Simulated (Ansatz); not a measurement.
What pressure 0.7 GPa does to YRu3Si2

Consider YRu3Si2 (space group P6/mmm, No. 191; a = 5.4923 Å, c = 3.6102 Å; a cell from a computed database, its experimental status unchecked).

Now apply this change: a hydrostatic pressure of 0.7 GPa.

Calculations: PBEsol, PAW, 420 eV (Ansatz, a program for electronic structure; without spin-orbit coupling). Γ-centred 10×10×13 mesh, Fermi–Dirac width 0.05 eV.

Volume per atom: 15.66 Å³ (base 15.72 Å³)
Density: 7.92 g/cm³ (base 7.89 g/cm³)
Lattice parameter a: 5.485 Å (base 5.492 Å)
c/a ratio: 0.658 (base 0.657)
Shortest interatomic distance: 2.400 Å (base 2.403 Å)
Enthalpy H = E + PV relative to the base's energy: +0.07 eV/atom
Band gap: zero (base zero)

Final structure:

```
YRu3Si2
1.0
    5.48496     0.00000     0.00000
   -2.74248     4.75012     0.00000
    0.00000     0.00000     3.60734
Y Si Ru
1 2 3
Cartesian
  0.00000   0.00000   0.00000
  2.74248   1.58337   0.00000
  0.00000   3.16674   0.00000
  1.37124   2.37506   1.80367
 -1.37124   2.37506   1.80367
  2.74248   0.00000   1.80367
```

Load acts through the strain it causes; cell and atoms are relaxed under it. No phonon test of stability was made. All final runs are without spin polarisation. An odd electron count without spin: YRu3Si2.
